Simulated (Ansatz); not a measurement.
The structure below was relaxed with DFT with PBEsol, PAW potentials and a 420 eV plane-wave cutoff in Ansatz (a first-principles code), no spin-orbit coupling, at pressure 4.5 GPa.

```xyz
4
Lattice="3.0931 0.0000 0.0000 -1.5466 2.6787 0.0000 0.0000 0.0000 4.9426" Properties=species:S:1:pos:R:3 pbc="T T T"
Al     0.0000     1.7858     4.9238
Al     1.5466     0.8929     2.4524
N      0.0000     1.7858     1.8714
N      1.5466     0.8929     4.3427
```

### Question
Find the space group and the Wyckoff positions.

### Answer
Space group P6₃mc (No. 186); a = b = 3.093 Å, c = 4.943 Å, α = β = 90.00°, γ = 120.00°

```csv
atom,site,symmetry,x,y,z
Al,2b,3m.,0.6667,0.3333,0.4962
N,2b,3m.,0.3333,0.6667,0.3786
```

### Question
Describe the coordination.

### Answer
The crystal has 4 atoms in its conventional cell. Cell: a = b = 3.0931 Å, c = 4.9426 Å, α = β = 90.00°, γ = 120.00°. Al is coordinated by 4 N at 1.878–1.890 Å (tetrahedral). N has 4 Al at 1.878–1.890 Å (tetrahedral). (Neighbours: up to the widest gap in distance over summed covalent radii, below 1.35, at either atom; cation-cation and far metal-metal contacts left out.)

Load acts through the strain it causes; cell and atoms are relaxed under it. Whether these cells are dynamically stable was not tested. Tetrahedral semiconductors of this kind turn to denser phases somewhere between about 1 and 50 GPa; those were not computed, so compressed cells here can lie past the real transition. The cell was made from AlN in the wurtzite structure (space group P6_3mc, No. 186) by this change: pressure 4.5 GPa.
